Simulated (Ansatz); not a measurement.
AlAs: biaxial strain +0.38 %, plane normal [001], relaxed out of plane

The reference is AlAs in the zinc blende structure (space group F-43m, No. 216; a = 5.674 Å). Axes: x, y, z lie along the cube axes.

The change: tensile biaxial strain of 0.38 % in the plane normal to [001], as in epitaxy on a mismatched substrate; the out-of-plane cell vector and the atoms relax.

The values are results of Kohn–Sham DFT with the PBEsol functional, run in Ansatz (a program for electronic structure) with PAW and 420 eV plane waves, without spin-orbit coupling, earlier PAW set, not measurements. Γ-centred 10×10×10 mesh, Fermi–Dirac width 0.05 eV.

| quantity | base | changed | shift |
|---|---|---|---|
| volume per atom | 22.84 Å³ | 22.92 Å³ | +0.087 Å³ |
| shortest interatomic distance | 2.457 Å | 2.460 Å | +0.003 Å |
| energy relative to the base (free energy F) | 0 meV/atom | +0.2 meV/atom | +0.2 meV/atom |
| pressure (mean of the normal stresses, compression positive) | 0.01 GPa | -0.27 GPa | -0.275 GPa |
| band gap | 1.34 eV | 1.30 eV | -0.04 eV |
| gap character | – | indirect, Γ → M | – |
| electron mass | 0.86 mₑ along k, 0.23 mₑ across (at X) | 0.84 mₑ along k, 0.24 mₑ across (at X) | – |
| hole mass | – | 0.11 mₑ out of plane, 0.48 mₑ in plane (at Γ) | – |
| valence-band top at Γ (three highest levels, from the VBM) | 0.00, 0.00, 0.00 eV | 0.00, -0.04, -0.04 eV | – |
| valley order (the lowest conduction-band minima on the path, energy above the VBM, named in the base's zone) | X along ⟨100⟩ 1.34 eV; Γ 1.91 eV; L along ⟨111⟩ 2.06 eV | X along [001] 1.30 eV; X along [100] 1.34 eV; Γ 1.86 eV; L along [1-1-1] 2.02 eV | – |
| out-of-plane strain | – | -0.38 % | – |
| mean in-plane stress (compression positive) | – | -0.4 GPa | – |

Final structure (turned so that z lies along the plane normal):

```
AlAs
1.0
    4.02755     0.00000     0.00000
    0.00000     4.02755     0.00000
    2.01378    -2.01378     2.82645
As Al
1 1
Cartesian
  2.01378   0.00000   1.41323
  0.00000   0.00000   0.00000
```

Effective masses come from finite differences of ±0.01 Å⁻¹. Along k means along the line from Γ to the band edge. Whether these cells are dynamically stable was not tested. k-point labels follow each cell's own Brillouin zone.
